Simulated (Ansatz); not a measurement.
Reference: Pt$_{3}$Cd (Pm-3m), PBEsol, DFPT electron-phonon coupling, linearised Boltzmann equation (plane waves, PAW, scalar-relativistic; Ansatz, an electronic-structure program); geometry: relaxed with this functional, without spin-orbit coupling.

CdPt₃ is modelled in the cubic space group Pm-3m (No. 221), the Cu3Au type structure, Pearson symbol cP4. Conventional cell: a = 3.977 Å, b = 3.977 Å, c = 3.977 Å, α = 90.00°, β = 90.00°, γ = 90.00°. Cd on 1a is coordinated by 12 Pt at 2.812 Å (cuboctahedral). Pt on 3c is surrounded by 8 Pt at 2.812 Å and 4 Cd at 2.812 Å (cuboctahedral). (Neighbours: up to the widest gap in distance over summed covalent radii, below 1.35, at either atom.)

| Property | Value |
|---|---|
| resistivity at 300 K | 11.0 μΩ·cm |

Q: Swap Cd for Lu, keeping the structure type. How do these values move?

A: LuPt$_{3}$ (Pm-3m): volume per atom 15.7 to 16.3 Å³; resistivity at 300 K rises (11.0 μΩ·cm to 13.6 μΩ·cm).

Q: Swap Cd for Y, keeping the structure type. How do these values move?

A: YPt3 (Pm-3m): volume per atom 15.7 to 16.8 Å³; resistivity at 300 K rises (11.0 μΩ·cm to 13.4 μΩ·cm).

Moves up to 9 % count as about the same. Metals; harmonic phonons alone scatter; means over directions. Halving the electron mesh moves these values by up to 6 %; q meshes are mostly untested. Some of the runs warned that the eigensolver left states short of its tolerance. Spin-orbit coupling is left out.

Formula and space group known from diffraction (Crystallography Open Database), not checked to be the room-temperature form: LuPt3 (Pm-3m), YPt3 (Pm-3m). Computed structure with no diffraction record at hand here (it may be known, metastable or hypothetical): Pt3Cd (Pm-3m). The missing spin-orbit coupling matters most for LuPt3 (Pm-3m), Pt3Cd (Pm-3m), YPt3 (Pm-3m).
